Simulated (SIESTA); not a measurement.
Input and output of a self-consistent single point for AlAs (F-43m, 2 atoms in the cell) (SIESTA).

Level of theory: SIESTA with GGA PBE with spin-orbit coupling, numerical atomic orbitals DZP, PseudoDojo PBE fully relativistic norm-conserving potentials (rewritten from UPF to PSML).

```xyz
2
Lattice="0.0000 2.8271 2.8271 2.8271 0.0000 2.8271 2.8271 2.8271 0.0000" Properties=species:S:1:pos:R:3 pbc="T T T"
Al     0.0000     0.0000     0.0000
As     4.2407     4.2407     4.2407
```

Reference input (self-consistent single point, DFT, GGA PBE, numerical atomic orbitals DZP, PseudoDojo PBE standard norm-conserving potentials (rewritten from UPF to PSML)): XC.functional = GGA; XC.authors = PBE; potentials = PseudoDojo PBE standard; PAO.BasisSize = DZP; PAO.EnergyShift = 0.01 Ry; MeshCutoff = 300 Ry; kgrid.MonkhorstPack = 10 10 10; OccupationFunction = FD; ElectronicTemperature = 10 K; MaxSCFIterations = 150; SCF.Mixer.Method = Broyden; SCF.Mixer.Weight = 0.25. This run's input differs from it in these lines:

```diff
@@ -1,2 +1,2 @@
-# files in the folder: Al.psml As.psml (PseudoDojo PBE standard)
+# files in the folder: Al.psml As.psml (PseudoDojo PBE fully relativistic)
 SystemName  AlAs
@@ -34,2 +34,7 @@
 ElectronicTemperature        10 K
+Spin                         spin-orbit
+%block DM.InitSpin
+  1 0.00 0.00 0.00
+  2 0.00 0.00 0.00
+%endblock DM.InitSpin
```

Output, abridged:

```
        iscf     Eharris(eV)        E_KS(eV)     FreeEng(eV)     dDmax    Ef(eV) dHmax(eV)
   scf:    1    -2948.545007    -2948.312801    -2948.312801  0.661537 -3.758183  0.407787
     spin moment: {S} , |S| = {    0.00000   -0.00000   -0.00000 }     0.00000
   scf:    2    -2948.331190    -2948.322577    -2948.322577  0.002231 -3.850824  0.356684
     spin moment: {S} , |S| = {    0.00000    0.00000   -0.00000 }     0.00000
   scf:    3    -2948.330058    -2948.326918    -2948.326918  0.002840 -4.031109  0.315638
     spin moment: {S} , |S| = {   -0.00000   -0.00000    0.00000 }     0.00000
   [... lines left out ...]
     spin moment: {S} , |S| = {    0.00000   -0.00000    0.00000 }     0.00000
   scf:    8    -2948.327345    -2948.327345    -2948.327345  0.000036 -4.284104  0.000339
     spin moment: {S} , |S| = {    0.00000    0.00000    0.00000 }     0.00000
   scf:    9    -2948.327345    -2948.327345    -2948.327345  0.000013 -4.283884  0.000105
     spin moment: {S} , |S| = {    0.00000   -0.00000    0.00000 }     0.00000
   scf:   10    -2948.327345    -2948.327345    -2948.327345  0.000005 -4.283844  0.000064
     spin moment: {S} , |S| = {    0.00000    0.00000    0.00000 }     0.00000
SCF Convergence by DM+H criterion
max |DM_out - DM_in|         :     0.0000052742
max |H_out - H_in|      (eV) :     0.0000637819
SCF cycle converged after 10 iterations

Using DM_out to compute the final energy and forces

siesta: E_KS(eV) =            -2948.3273

siesta: E_KS - E_eggbox =     -2948.3273

siesta: Atomic forces (eV/Ang):
     1   -0.000662   -0.000662   -0.000662
     2    0.000674    0.000674    0.000674
   Tot    0.000012    0.000012    0.000012
   Max    0.000674
   Res    0.000668    sqrt( Sum f_i^2 / 3N )
   Max    0.000674    constrained

Stress tensor Voigt[x,y,z,yz,xz,xy] (kbar):      -33.28      -33.28      -33.28       -0.99       -0.99       -0.99
(Free)E + p*V (eV/cell)    -2947.3886
Target enthalpy (eV/cell)    -2948.3273

siesta: Program's energy decomposition (eV):
siesta: Enl(+so)=     -1411.941359
   [... lines left out ...]
siesta: FreeEng =     -2948.327345
siesta: Cell volume =         45.191929 Ang**3
siesta:          33.28204942         33.18158206  kBar
   [... lines left out ...]

Total              18.00000   0.00000      0.000   0.000  -0.000

Mulliken Atomic Populations:
Atom #   charge [q] valence [e]           S      Sx [e]      Sy [e]      Sz [e]  Species
     1    -0.693479    3.693479    0.000000    0.000000    0.000000    0.000000  Al
     2     0.693479   14.306521    0.000000   -0.000000   -0.000000    0.000000  As
 Total    -0.000000                0.000000    0.000000    0.000000    0.000000
```

The run converged in 10 iterations. Against the reference run the pressure moves little (3.32 to 3.33 GPa), the largest force stays at 0.001 eV/Å and the gap on the mesh goes from 1.573 to 1.475 eV.

The starting cell comes from a database of computed structures (which also holds hypothetical and non-ambient phases and stackings), without a prior relaxation at this level. Its lattice was rescaled by a random factor within 2.5 % of one. Values carry the incompleteness of an atom-centred basis. With a pressure of about 3 GPa the cell is away from its equilibrium volume at this level.

Cost on one core of a shared machine: roughly 2 min.
